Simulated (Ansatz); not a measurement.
## Response to strain in hypothetical diamond Li

Consider Li in the diamond structure (space group Fd-3m, No. 227; a = 5.912 Å; a hypothetical phase, not in the database extracts checked; relaxed with 0.1 eV smearing). Axes: x, y, z lie along the cube axes.

Strains are applied to the cell and any free atomic positions relax; under biaxial strain the out-of-plane vector relaxes too.

All numbers come from DFT with PBE, PAW potentials and a 420 eV plane-wave cutoff in Ansatz (a program for electronic structure), no SOC.

Notes on the quantities. pressure: mean of the normal stresses, compression positive; energy relative to the base: free energy F.

```csv
change,pressure,shortest interatomic distance,space group,energy relative to the base
base,0.0 GPa,256.0 pm,Fd-3m (No. 227),0 meV/atom
"biaxial strain +0.98 %, plane normal [110], relaxed out of plane",3.0 GPa,221.7 pm,Imma (No. 74),-140 meV/atom
"biaxial strain +1.28 %, plane normal [110], relaxed out of plane",2.9 GPa,222.3 pm,Imma (No. 74),-143 meV/atom
isotropic strain −1.01 %,0.2 GPa,253.4 pm,Fd-3m (No. 227),+0.4 meV/atom
isotropic strain +2.44 %,-0.3 GPa,262.2 pm,Fd-3m (No. 227),+2.2 meV/atom
isotropic strain +2.72 %,-0.4 GPa,262.9 pm,Fd-3m (No. 227),+2.7 meV/atom
tensor shear ε_xy = +1.91 %,0.0 GPa,252.1 pm,Imma (No. 74),-4.6 meV/atom
```

A biaxial case was relaxed in a doubled cell and then solved in the primitive one. No phonon test of stability was made. Under biaxial strain +0.98 %, plane normal [110], relaxed out of plane, biaxial strain +1.28 %, plane normal [110], relaxed out of plane and tensor shear ε_xy = +1.91 % the cell ends below the base's energy or with stress of the wrong sign: the atoms slid into a distortion or the cell is elastically unstable, so the base is not a stable minimum at this level.
